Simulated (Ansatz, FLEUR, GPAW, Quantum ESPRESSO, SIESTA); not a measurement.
**One structure in several programs: Li₂Pd (P6/mmm, 3 atoms in the cell)**

Self-consistent single point, at a second geometry (lattice scaled by 0.98). First geometry:

```xyz
3
Lattice="4.2051 0.0000 0.0000 -2.1026 3.6417 0.0000 0.0000 0.0000 2.6799" Properties=species:S:1:pos:R:3 pbc="T T T"
Li     0.0000     2.4278     1.3399
Li     2.1026     1.2139     1.3399
Pd     0.0000     0.0000     0.0000
```

Shared settings, as Ansatz (a program for electronic structure) writes them: kpoints.mp_grid.grid = 9 9 12; scf.occupations.method = fermi_dirac; scf.occupations.width = 0.1 eV. Potentials and cutoffs stand in the table.

| code | model | ΔF from the first geometry (meV/atom) | pressure (GPa) | cutoff |
|---|---|---|---|---|
| Ansatz | PBEsol, PAW files made with PBE | 7.1 | 3.42 | default |
| FLEUR | PBEsol, all-electron FLAPW (FLEUR), scalar-relativistic valence | 7.8 | – | Kmax 4.2 1/bohr |
| SIESTA | GGA PBEsol, numerical atomic orbitals TZP, PseudoDojo PBEsol standard norm-conserving potentials (rewritten from UPF to PSML) | 5.9 | 3.16 | grid 300 Ry |
| Quantum ESPRESSO | PBEsol, GBRV 1.5 ultrasoft (PBESOL) pseudopotentials | 7.4 | 3.51 | 40 Ry |
| GPAW | PBEsol, GPAW PAW datasets PBEsol (made by gpaw-setup) | 8.6 | 3.75 | 550 eV |

A dash marks a value that a program does not give, or that is left out as unsure.

On Ansatz's run: spin polarisation is off.

The spread over the programs that give each value: ΔF from the first geometry within 2.7 meV/atom; pressure within 0.59 GPa.

SIESTA uses small atom-centred bases, whose incompleteness enters pressures, forces and empty levels differently from a plane-wave cutoff. FLEUR treats all electrons, but the usual bases taken here (sphere radii, linearisation, local orbitals, empty states) were not tested for convergence, so the values are no reference for the others. Ansatz's pressure is given at a fixed set of plane waves, as the other plane-wave codes print theirs.

The starting cell comes from a database of computed structures (which also holds hypothetical and non-ambient phases and stackings), without a prior relaxation at this level. For this run, on top of that: lattice scaled by 0.98.

Left out of this page: ABINIT (with a known weakness of the program); Elk (not drawn, or without a comparable value).

Keys are those of Ansatz 0.2.
